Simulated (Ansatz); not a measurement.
**Carrier properties of CdTe under load (space group F-43m)**

Input:

```
CELL_PARAMETERS angstrom
      0.00000     3.27262     3.27262
      3.27262     0.00000     3.27262
      3.27262     3.27262     0.00000
ATOMIC_POSITIONS crystal
  Cd 0.00000 0.00000 0.00000
  Te 0.25000 0.25000 0.25000
```

Level of theory: PBE with spin-orbit coupling, rigid bands (plane waves, PAW; Ansatz, a quantum-chemistry and plane-wave program). Condition of this run: hydrostatic pressure of -1 GPa (compression positive) (the target of the relaxation). How the cell was made: cell and atoms relaxed with PBEsol, then loaded as said.

```yaml
band_gap: 0.42 eV
electron conductivity mass (300 K, dilute): 0.059 mₑ
hole conductivity mass (300 K, dilute): 0.58 mₑ
effective density of states N_c (300 K): 3.1e17 cm⁻³
effective density of states N_v (300 K): 1.9e19 cm⁻³
density_of_states_mass_electrons: 0.053 mₑ
density_of_states_mass_holes: 0.82 mₑ
Seebeck coefficient, n-type 1e19 cm⁻³, 300 K: -46 μV/K
Seebeck coefficient, p-type 1e19 cm⁻³, 300 K: 273 μV/K
best p-type power factor at 300 K for τ = 10 fs (best axis; densities from 1e16 to 1e21 cm⁻³ tried, whether or not they can be reached): 5.3 μW/(cm·K²) at 1e20 cm⁻³
```

Rigid bands; masses and Seebeck coefficients take one relaxation time τ for all states and one kind of carrier; polarons and phonon drag are left out. Geometry: cell and atoms relaxed with PBEsol.
